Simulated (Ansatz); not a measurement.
An Ansatz (a program for electronic structure) run: Lu with a change (uniaxial strain ε_xx = −2.00 %); Ansatz, PBEsol, PAW, cutoff 420 eV, no SOC.

Input:

Ansatz 0.2 input:
```yaml
crystal:
  lattice:
    - [3.3743113959, 0, 0]
    - [-1.687155698, 2.9818769276, 0]
    - [0, 0, 5.3668528761]
  atoms:
    - { symbol: Lu, position: [0.6666666667, 0.3333333333, 0.75] }
    - { symbol: Lu, position: [0.3333333333, 0.6666666667, 0.25] }
basis: { ecutwfc: 420, ecutrho_ratio: 4, xc_grid: 2, fft_grid_basis: typed }
kpoints: { mp_grid: { grid: [19, 19, 11] } }
hamiltonian:
  xc: pbesol
  dispersion: none
  pseudopotentials: { kind: paw }
scf: { occupations: { method: fermi_dirac, width: 0.1 }, convergence: { dr2_threshold: 0.0000000002 } }
relax: { f_tol: 0.005, max_steps: 50 }
output: { forces: true, stress: true }
checkpoint: { write: state.ck, write_every: 1000 }
```

Output (explanatory and most iteration lines left out):

```
Relaxation: its limit of steps is 50 (relax.max_steps)
Pseudopotential: Lu, paw, valence charge 25
Crystal: 2 atoms, lattice volume = 54.000 Å³
Basis set: ecut = 420 eV, 1085 PW (Γ), exchange–correlation on 48×48×72 points (8 copies of the dense FFT grid, shifted against one another)
Bands: 31, of which v1, the nominal top of the filled ones, is band 25 counted from 1 (24 counted from 0)
Symmetry: 8 space group operations
Space group: Cmcm (ITA 63), of the structure as read, at distance tolerance 3.8e-5 Å
k-points: 600 of 3971
Functional: x = pbesol(κ = 0.804, μ = 0.12345679012345678), c = pbesol(β = 0.046)
SCF iter   1: F=—  HF=-29223.021798 eV  |F-HF|=—  |Δ(HF+E_count)|=         —  Δρ=2.72e-3  dr2=3.58e-3  ethr=1.77e-3  ⟨swp⟩=5.2  Hψ=80265  notcnv=0
SCF iter   2: F=—  HF=-29223.014229 eV  |F-HF|=—  |Δ(HF+E_count)|=   7.57e-3  Δρ=1.98e-3  dr2=2.18e-3  ethr=7.17e-6  ⟨swp⟩=3.1  Hψ=49702  notcnv=0
SCF 1 converged in 10 iterations: F = -29223.012927 eV  dr2 = 2.11e-11
relax step   1: F+E_penalty+E_count = -29223.01292709 eV  Δ(F+E_penalty+E_count) = +0.000e0 eV  max|allowed force component| = 2.845e-2 eV/Å  Δτ_max = 0.0000 Å  (10 SCF iters, accepted)
Crystal: 2 atoms, lattice volume = 54.000 Å³
SCF iter   1: F=—  HF=-29223.013125 eV  |F-HF|=—  |Δ(HF+E_count)|=         —  Δρ=5.01e-4  dr2=9.40e-5  ethr=1.93e-7  ⟨swp⟩=3.7  Hψ=78111  notcnv=0
SCF iter   2: F=—  HF=-29223.013121 eV  |F-HF|=—  |Δ(HF+E_count)|=   4.17e-6  Δρ=2.96e-4  dr2=4.40e-5  ethr=1.88e-7  ⟨swp⟩=1.1  Hψ=18633  notcnv=0
SCF 2 converged in 9 iterations: F = -29223.013118 eV  dr2 = 4.78e-11
relax step   2: F+E_penalty+E_count = -29223.01311846 eV  Δ(F+E_penalty+E_count) = -1.914e-4 eV  max|allowed force component| = 1.425e-2 eV/Å  Δτ_max = 0.0133 Å  (9 SCF iters, accepted)
Crystal: 2 atoms, lattice volume = 54.000 Å³
SCF iter   1: F=—  HF=-29223.013179 eV  |F-HF|=—  |Δ(HF+E_count)|=         —  Δρ=1.67e-4  dr2=1.04e-5  ethr=2.07e-7  ⟨swp⟩=3.9  Hψ=53306  notcnv=0
SCF iter   2: F=—  HF=-29223.013182 eV  |F-HF|=—  |Δ(HF+E_count)|=   2.79e-6  Δρ=9.63e-5  dr2=4.61e-6  ethr=2.08e-8  ⟨swp⟩=2.1  Hψ=34360  notcnv=0
SCF 3 converged in 7 iterations: F = -29223.013181 eV  dr2 = 9.72e-11
relax step   3: F+E_penalty+E_count = -29223.01318134 eV  Δ(F+E_penalty+E_count) = -6.288e-5 eV  max|allowed force component| = 3.220e-5 eV/Å  Δτ_max = 0.0044 Å  (7 SCF iters, accepted)
SCF converged after 7 iterations
Free energy (F): -29223.013181 eV
Internal energy: -29222.911859 eV  (E = F + TS)
E sigma→0 (E₀):  -29222.962520 eV
Entropy (-TS):   -0.101323 eV (-50.661 meV/atom)
Fermi energy:    14.777934 eV
--- Forces (eV/Å), atoms counted from 1 ---
  atom   1  Lu     0.00000000    -0.00003220     0.00000000
  atom   2  Lu    -0.00000000     0.00003220     0.00000000
--- Stress (GPa, compression-positive) ---
        2.055751       0.000000       0.000000
        0.000000       0.592253       0.000000
        0.000000       0.000000       0.500910
  P = ⅓ Tr σ = 1.0496 GPa (10.496 kbar)
--- Relaxed structure (3 steps of the walk, 3 accepted, 0 SCFs on fresh bases) ---
  atoms:
    - { symbol: Lu, position: [0.6651733371455946, 0.33034667429118925, 0.7499999999999998] }
    - { symbol: Lu, position: [0.3348266628544052, 0.6696533257088105, 0.24999999999999994] }
```

No phonon test of stability was made. The cell was made from Lu in the hcp (Mg type) structure (space group P6_3/mmc, No. 194) by this change: uniaxial strain ε_xx = −2.00 %.
